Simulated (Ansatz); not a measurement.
Consider this model of amorphous Hf18O33N2.

```xyz
53
Lattice="8.7312 0.3115 -0.1288 0.3115 8.9892 -0.1363 -0.1288 -0.1363 8.7100" Properties=species:S:1:pos:R:3 pbc="T T T"
Hf     8.1525     6.9780     4.1795
Hf     1.8529     8.9575     3.5446
Hf     4.3637     1.3184     2.0363
Hf     4.1379     3.9301     8.4490
Hf     0.8904     4.8168     8.4728
Hf     2.1291     5.4956     5.4538
Hf     2.2894     3.7471     2.9341
Hf     1.2764     1.6635     0.6688
Hf     3.4179     7.1130     1.2094
Hf     5.3720     0.5038     6.9451
Hf     7.1927     8.6088     1.1672
Hf     5.4079     4.0155     4.8555
Hf     2.1095     1.8335     6.2519
Hf     6.2348     6.2618     7.2571
Hf     7.3387     4.6134     1.7942
Hf     4.7247     7.4608     4.3399
Hf     0.5197     7.8716     7.4000
Hf     7.3127     1.4586     4.2308
O      7.2435     6.5698     2.3540
O      0.5058     3.6637     1.4291
O      2.8237     5.0951     1.3177
O      7.0448     3.6169     3.6480
O      1.6293     0.3570     7.6479
O      8.6292     8.6611     2.9384
O      6.3832     1.2665     2.4526
O      3.2025     0.3832     4.8338
O      0.8294     5.2482     3.7677
O      8.4499     0.7511     0.5829
O      5.7708     3.7452     1.0140
O      4.1901     2.8879     3.4361
O      1.1862     7.5255     5.2918
O      2.6701     4.9626     7.3345
O      1.3983     1.8946     2.8637
O      6.7351     8.6330     4.7760
O      0.2245     5.8047     6.7069
O      7.6957     5.5410    -0.0765
O      2.5411     0.1502     1.5983
O      6.4732     6.0436     5.0689
O      4.7711     7.7392     6.4191
O      4.9308     6.3275     0.0493
O      5.4335     4.3793     6.8753
O      0.4256     1.1106     5.1785
O      1.5348     7.0176     0.1852
O      3.9099     2.1384     7.1767
O      5.1127     8.1594     2.3296
O      6.0995     2.0686     5.6865
O      2.8755     7.2377     3.1628
O      1.0352     2.8692     7.7157
O      2.1073     3.4795     5.0473
O      5.2549     0.6814     0.2959
O      3.1688     2.6468     0.9967
N      3.9550     5.4856     4.5308
N      7.1995     8.1441     7.6426
```

The numbers are results of PBE, scalar-relativistic without spin-orbit coupling (plane waves to 420 eV, PAW; Ansatz, a quantum-chemistry and plane-wave program), not measurements.

The cell was made by melting and quenching with the CHGNet potential and then relaxed with DFT. O and N atoms were pushed apart under 1.9 Å during the dynamics, to hinder bonds among them. The hot cell started wider than the set density and was brought back towards it in steps. It is the lowest in DFT energy of 2 quenches. It is a model cell: composition and starting density were chosen by hand, and all elements were melted together. No dispersion term was used. Its density started from a set value of 9.17 and ended at 9.17 g/cm³. The simulated quench (nominally 380 K/ps over its main leg) is rapid and tends to freeze in more defects than a deposited or slowly cooled glass has. A cell of this size samples the disorder only roughly. The volume was held where the preparation left it and the shape relaxed, at a PBE pressure of -1.7 GPa (tension). Stress components on the final sampling reach 1.8 GPa.

Cut-offs for bonds: Hf-Hf 3.34 Å, Hf-O 2.56 Å, Hf-N 2.71 Å, O-O 1.58 Å, O-N 1.64 Å, N-N 1.70 Å. Two cations that share two anions don't count as bonded, nor two that share one unless they lie closer than Hf-Hf 3.25 Å.

Give the coordination numbers, mean bond lengths and angles.


The mean coordination of Hf by anions comes out as 6.33 (1 with 5, 10 with 6, 7 with 7), the mean coordination of O comes out as 3.24 (1 with 2, 23 with 3, 9 with 4) and the mean coordination of N comes out as 3.50 (1 with 3, 1 with 4). The mean Hf-O bond is 2.162 Å (spread 0.115 Å, 107 counted), the mean Hf-N bond is 2.137 Å (spread 0.068 Å, 7 counted) and the bond angle at Hf is mean 102.5°, spread 29.4°. The bond angle at O comes out as mean 112.9°, spread 18.0° and the bond angle at N is mean 111.6°, spread 8.9°.

List the pairs of like atoms that count as bonded by the rules above.

There are none by these rules.
